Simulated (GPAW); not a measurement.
Input and output of a self-consistent single point for V (Im-3m, 1 atom in the cell) (GPAW)

Computed with PBE, GPAW PAW datasets PBE (gpaw-data 1.0.1) (plane waves; GPAW).

The input file:

```python
from ase import Atoms
from ase.units import GPa
from gpaw import GPAW, PW, FermiDirac

atoms = Atoms(['V'],
              cell=[[-1.508788, 1.508788, 1.508788],
                    [1.508788, -1.508788, 1.508788],
                    [1.508788, 1.508788, -1.508788]],
              scaled_positions=[[0.000000, 0.000000, 0.000000]],
              pbc=True)

calc = GPAW(mode=PW(800),
            xc='PBE',
            kpts=(15, 15, 15),
            occupations=FermiDirac(0.1),
            nbands=-7,
            convergence={'density': 1e-05},
            symmetry={'symmorphic': False, 'tolerance': 0.0005},
            maxiter=150,
            txt='-')

atoms.calc = calc

energy = atoms.get_potential_energy()
print('Energy (eV):', round(energy, 6))
forces = atoms.get_forces()
print('Forces (eV/Ang):')
print(forces.round(5))
stress = atoms.get_stress()
print('Stress (GPa, Voigt):', (stress / GPa).round(4))
```

Output (repeated stretches shortened):

```
Input parameters:
  convergence: {density: 1e-05}
  kpts: [15 15 15]
  maxiter: 150
  mode: {ecut: 800.0,
         name: pw}
  nbands: -7
  occupations: {fixmagmom: False,
                name: fermi-dirac,
                width: 0.1}
  symmetry: {symmorphic: False,
             tolerance: 0.0005}
  xc: PBE

species:
  V:
    name: Vanadium
    Z: 23.0
    valence: 13
    core: 10
    charge: 0.0
    file: V.PBE.gz

    # Using partial waves for V as LCAO basis

Reference energy: -25820.495562  # eV

Spin-paired calculation

Convergence criteria:
 Maximum [total energy] change in last 3 cyles: 0.0005 eV / valence electron
 Maximum integral of absolute [dens]ity change: 1e-05 electrons / valence electron
 Maximum integral of absolute [eigenst]ate change: 4e-08 eV^2 / valence electron
 Maximum number of scf [iter]ations: 150

Symmetries present (total): 48
Symmetries with fractional translations: 0
3375 k-points: 15 x 15 x 15 Monkhorst-Pack grid
120 k-points in the irreducible part of the Brillouin zone
       k-points in crystal coordinates                weights
   0:     0.00000000    0.00000000    0.00000000          1/3375
   1:     0.06666667    0.00000000    0.00000000         12/3375
   2:     0.06666667    0.06666667   -0.06666667          6/3375
   [... 7 lines left out ...]
          ...
 119:     0.46666667    0.46666667    0.46666667          8/3375

Wave functions: Plane wave expansion
  Cutoff energy: 800.000 eV
  Number of coefficients (min, max): 681, 718
  Pulay-stress correction: 0.000000 eV/Ang^3 (de/decut=0.000000)

Occupation numbers: Fermi-Dirac:
  width: 0.1000  # eV

Eigensolver

Densities:
  Coarse grid: 18*18*18 grid
  Fine grid: 36*36*36 grid
  Total Charge: 0.000000

Density mixing:
  Method: separate
  Backend: pulay
  Linear mixing parameter: 0.05
  old densities: 5
  Damping of long wavelength oscillations: 50

Hamiltonian:
  XC and Coulomb potentials evaluated on a 36*36*36 grid
  External potential:
    NoExternalPotential

XC parameters: PBE with 2 nearest neighbor stencil

Number of atoms: 1
Number of atomic orbitals: 13
Number of bands in calculation: 13
Number of valence electrons: 13
Bands to converge: occupied

Density initialized from atomic densities
  13 bands from LCAO basis set

Atomic positions and initial magnetic moments

Positions:
   0 V      0.000000    0.000000    0.000000    ( 0.0000,  0.0000,  0.0000)

Unit cell:
           periodic     x           y           z      points  spacing
  1. axis:    yes   -1.508788    1.508788    1.508788    18     0.1185
  2. axis:    yes    1.508788   -1.508788    1.508788    18     0.1185
  3. axis:    yes    1.508788    1.508788   -1.508788    18     0.1185

  Lengths:   2.613297   2.613297   2.613297
  Angles:  109.471221 109.471221 109.471221

Effective grid spacing dv^(1/3) = 0.1331

     iter     time        total  log10-change:
                         energy   eigst   dens
iter:   1 --:--:--    -8.840189
iter:   2 --:--:--    -8.776207   -0.69  -1.42
iter:   3 --:--:--    -8.596589   -0.97  -1.46
iter:   4 --:--:--    -8.542337   -3.08  -1.71
iter:   5 --:--:--    -8.527866   -2.03  -1.83
iter:   6 --:--:--    -8.513917   -3.44  -2.16
iter:   7 --:--:--    -8.512037   -4.09  -2.62
iter:   8 --:--:--    -8.511726c  -4.69  -3.08
iter:   9 --:--:--    -8.511722c  -6.23  -4.48
iter:  10 --:--:--    -8.511732c  -6.33  -4.07
iter:  11 --:--:--    -8.511726c  -7.28  -4.25
iter:  12 --:--:--    -8.511726c  -9.18c -6.17c

Converged after 12 iterations.

Dipole moment: (0.000000, -0.000000, -0.000000) |e|*Ang

Energy contributions relative to reference atoms: (reference = -25820.495562)

Kinetic:         -3.038648
Potential:       +2.082937
External:        +0.000000
XC:              -7.672433
Entropy (-ST):   -0.057043
Local:           +0.144939
SIC:             +0.000000
--------------------------
Free energy:     -8.540248
Extrapolated:    -8.511726

Showing only first 2 kpts
 Kpt  Band  Eigenvalues  Occupancy
  0     4      2.73381    2.00000
  0     5      9.67383    0.03975
  0     6      9.67383    0.03975
  0     7      9.67383    0.03975

  1     4      2.90840    2.00000
  1     5      9.60017    0.08126
  1     6      9.65766    0.04656
  1     7      9.79762    0.01169

Fermi level: 9.28399

No gap
No difference between direct/indirect transitions
Energy (eV): -8.511726

Forces in eV/Ang:
  0 V    -0.00000    0.00000    0.00000

Stress tensor:
     0.013882     0.000000    -0.000000
     0.000000     0.013882    -0.000000
    -0.000000    -0.000000     0.013882
Stress (GPa, Voigt): [ 2.2241  2.2241  2.2241 -0.     -0.      0.    ]
```

The run converged in 12 iterations. GPAW prints stress with tension positive.

The starting cell has typed, rounded lattice constants, without a prior relaxation at this level. Its lattice was rescaled by a random factor within 2.5 % of one. Spin polarisation is off.

Cost on one core of a shared machine: roughly 40 s.
